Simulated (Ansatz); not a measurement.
Functionals compared on CO on the 1x1 (10-10) surface of wurtzite GaN (cut with top plane Ga + N), one in a 2x1 cell, started at the site 'top N', in Ansatz (plane waves, PAW). The structure was relaxed with PBE; the other rows are single points on it, each with its references at the same level. Cutoff 420 eV (500 eV for r2SCAN). HSE06 used the coarser mesh 3x3x1.

Host crystal: wurtzite GaN, with a band gap (PBE, scalar-relativistic without spin-orbit coupling).

Set-up: 34 atoms, 9.3 Å thick at the start under the adsorbate (thin: gaps and levels are the slab's own); mesh 3x4x1; 0.01 eV smearing; dipole correction on; 16 atoms held, the rest relaxed; held to the start's symmetry, so lower structures may exist; no spin, no spin-orbit, no U, no dispersion correction. At the end it is bonded to Ga + N. In PBE it is, or lies within 0.03 eV of, the lowest of the starts that converged. These notes are the PBE run's. Adsorption energies are against CO(g). A negative adsorption energy means that the adsorbate is more stable on the surface than in its reference.

```
functional  adsorption energy (eV)         rough cost of the single point
----------  ----------------------  -------------------------------------
PBE                          -0.74                                      –
RPBE                         -0.48                 roughly 4 core-minutes
r2SCAN                         [?]  about 6 core-minutes (a rough figure)
HSE06                        -0.54           very roughly 90 core-minutes
```

**Question.** Complete the blanks.

**Answer.** 
- r2SCAN, adsorption energy (eV): -0.63

Ansatz is an electronic-structure program.
